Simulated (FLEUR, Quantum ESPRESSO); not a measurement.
A Quantum ESPRESSO input for a self-consistent single point of YHg2 (P6/mmm, 3 atoms in the cell) (DFT, LDA (PZ), plane waves, GBRV 1.5 ultrasoft (LDA) pseudopotentials):

```fortran
&control
    calculation = 'scf',
    outdir = './tmp',
    pseudo_dir = './',
    tprnfor = .true.,
    tstress = .true.,
/
&system
    ibrav = 0,
    nat = 3,
    ntyp = 2,
    ecutwfc = 40,
    ecutrho = 320,
    occupations = 'smearing',
    smearing = 'fd',
    degauss = 0.0099958,
/
&electrons
    conv_thr = 1.0e-11,
    mixing_beta = 0.7,
/
ATOMIC_SPECIES
Y     88.9058  y_lda_v1.4.uspp.F.UPF
Hg   200.5920  hg_lda_v1.uspp.F.UPF
ATOMIC_POSITIONS crystal
Y     0.00000000    0.00000000    0.00000000
Hg    0.33333333    0.66666667    0.50000000
Hg    0.66666667    0.33333333    0.50000000
K_POINTS automatic
9 9 11  0 0 0
CELL_PARAMETERS bohr
   9.07358080     0.00000000     0.00000000
  -4.53679040     7.85795147     0.00000000
   0.00000000     0.00000000     6.49053461
```

Write the same calculation as an input for FLEUR.

This is the input that was run; spellings and numerical settings could be chosen otherwise.

Input of the input generator:

```
YHg2 crystal
&input film=f /
9.0735807978 -0.0000000787 0.0000000000
-4.5367903308 7.8579515136 0.0000000000
0.0000000000 0.0000000000 6.4905346059
1.0
1.0 1.0 1.0

3
39 0.0000000000 0.0000000000 0.0000000000
80 0.3333333333 0.6666666667 0.5000000000
80 0.6666666667 0.3333333333 0.5000000000

&comp jspins=1 /
&exco xctyp='pz' /
&kpt div1=9 div2=9 div3=11 /
&end /
```

```xml
<?xml version="1.0" encoding="UTF-8" standalone="no"?>
<fleurInput fleurInputVersion="0.39">
   <comment>
      YHg2 crystal                                                                                        
   </comment>
   <calculationSetup>
      <cutoffs Kmax="4.0" Gmax="20.0" GmaxXC="20.0" numbands="0"/>
      <scfLoop itmax="80" minDistance="0.00001" maxIterBroyd="15" imix="Anderson" alpha="0.05" precondParam="0.0" spinf="2.0"/>
      <coreElectrons ctail="T" frcor="F" kcrel="0" coretail_lmax="0"/>
      <xcFunctional name="pz" relativisticCorrections="F"/>
      <magnetism jspins="1"/>
      <soc l_soc="F" theta="0.0" phi="0.0" spav="F"/>
      <expertModes spex="0" secvar="F"/>
      <geometryOptimization l_f="T" forcealpha="1.0" forcemix="BFGS" epsdisp="0.00001" epsforce="0.00001"/>
      <ldaU l_linMix="F" mixParam="0.05" spinf="1.0"/>
   </calculationSetup>
   <cell>
      <bzIntegration valenceElectrons="51.0" mode="hist" fermiSmearingEnergy="0.00499791">
         <kPointListSelection listName="default-1"/>
         <!-- k-points included here -->
         <xi:include xmlns:xi="http://www.w3.org/2001/XInclude" href="kpts.xml"> </xi:include>
      </bzIntegration>
      <!-- symmetry operations included here -->
      <xi:include xmlns:xi="http://www.w3.org/2001/XInclude" href="sym.xml"> </xi:include>
      <bulkLattice scale="1.0">
         <bravaisMatrix>
            <row-1>    9.0735807978000000    -0.0000000787000000     0.0000000000000000</row-1>
            <row-2>   -4.5367903307999997     7.8579515135999998     0.0000000000000000</row-2>
            <row-3>    0.0000000000000000     0.0000000000000000     6.4905346058999998</row-3>
         </bravaisMatrix>
      </bulkLattice>
   </cell>
   <atomSpecies>
      <species name="Yttrium (Y)" element="Y" atomicNumber="39">
         <mtSphere radius="2.66" gridPoints="879" logIncrement="0.014"/>
         <atomicCutoffs lmax="7" lnonsphr="5"/>
         <electronConfig flipSpins="F">
            <coreConfig>(1s1/2) (2s1/2) (2p1/2) (2p3/2) (3s1/2) (3p1/2) (3p3/2) (3d3/2) (3d5/2)</coreConfig>
            <valenceConfig>(4s1/2) (4p1/2) (4p3/2) (5s1/2) (4d3/2) (4d5/2)</valenceConfig>
            <stateOccupation state="(4d3/2)" spinUp="0.2" spinDown="0.2"/>
            <stateOccupation state="(4d5/2)" spinUp="0.3" spinDown="0.3"/>
         </electronConfig>
         <energyParameters s="5" p="5" d="4" f="4"/>
         <lo type="SCLO" l="0" n="4" eDeriv="0"/>
         <lo type="SCLO" l="1" n="4" eDeriv="0"/>
         <lo type="SCLO" l="1" n="4" eDeriv="1"/>
         <lo type="SCLO" l="2" n="4" eDeriv="2"/>
         <lo type="SCLO" l="3" n="4" eDeriv="2"/>
      </species>
      <species name="Mercury (Hg)" element="Hg" atomicNumber="80">
         <mtSphere radius="2.43" gridPoints="803" logIncrement="0.017"/>
         <atomicCutoffs lmax="7" lnonsphr="5"/>
         <electronConfig flipSpins="F">
            <coreConfig>(1s1/2) (2s1/2) (2p1/2) (2p3/2) (3s1/2) (3p1/2) (3p3/2) (4s1/2) (3d3/2) (3d5/2) (4p1/2) (4p3/2) (4d3/2) (4d5/2) (4f5/2) (4f7/2)</coreConfig>
            <valenceConfig>(5s1/2) (5p1/2) (5p3/2) (6s1/2) (5d3/2) (5d5/2)</valenceConfig>
         </electronConfig>
         <energyParameters s="6" p="6" d="5" f="5"/>
         <lo type="SCLO" l="0" n="5" eDeriv="0"/>
         <lo type="SCLO" l="1" n="5" eDeriv="0"/>
         <lo type="SCLO" l="1" n="5" eDeriv="1"/>
         <lo type="SCLO" l="2" n="5" eDeriv="2"/>
         <lo type="SCLO" l="3" n="5" eDeriv="2"/>
      </species>
   </atomSpecies>
   <atomGroups>
      <atomGroup species="Yttrium (Y)">
         <relPos label="                   1">.0000000000 .0000000000 .0000000000</relPos>
         <force calculate="T" relaxXYZ="TTT"/>
      </atomGroup>
      <atomGroup species="Mercury (Hg)">
         <relPos label="                   2">1.000/3.000 -1.000/3.000 1.000/2.000</relPos>
         <relPos label="                   3">-1.000/3.000 1.000/3.000 1.000/2.000</relPos>
         <force calculate="T" relaxXYZ="TTT"/>
      </atomGroup>
   </atomGroups>
   <output dos="F" band="F" slice="F">
      <checks vchk="F" cdinf="F"/>
      <bandDOS minEnergy="-.5*Htr" maxEnergy="0.5*Htr" sigma="0.015" storeEVData="T"/>
      <vacuumDOS vacdos="F" integ="F" star="F" nstars="0" locx1="0.0" locy1="0.0" locx2="0.0" locy2="0.0" nstm="0" tworkf="0.0"/>
      <unfoldingBand unfoldBand="F" supercellX="1" supercellY="1" supercellZ="1"/>
      <plotting iplot="0" polar="F">
         <plot TwoD="T" vec1="  1.0  0.0  0.0" vec2="  0.0  1.0  0.0" vec3="  0.0  0.0  1.0" zero="  0.0  0.0  0.0" file="plot"/>
      </plotting>
      <chargeDensitySlicing numkpt="0" minEigenval="0.0" maxEigenval="0.0" nnne="0" pallst="F"/>
      <specialOutput eonly="F"/>
      <magneticCircularDichroism mcd="F" energyLo="-10.0" energyUp="0.0"/>
   </output>
  <!-- We include the file relax.xml here to enable relaxations (see documentation) -->
  <xi:include xmlns:xi="http://www.w3.org/2001/XInclude" href="relax.xml"> <xi:fallback/> </xi:include>
</fleurInput>
```

Basis, cutoffs, solver keys and any potentials are the target program's own. This input uses DFT, LDA (Perdew-Zunger), all-electron FLAPW (FLEUR), scalar-relativistic valence. LDA parametrisations can differ slightly between programs.

The starting cell comes from a database of computed structures (which also holds hypothetical and non-ambient phases and stackings), without a prior relaxation at this level. Its lattice was rescaled by a random factor within 2.5 % of one.
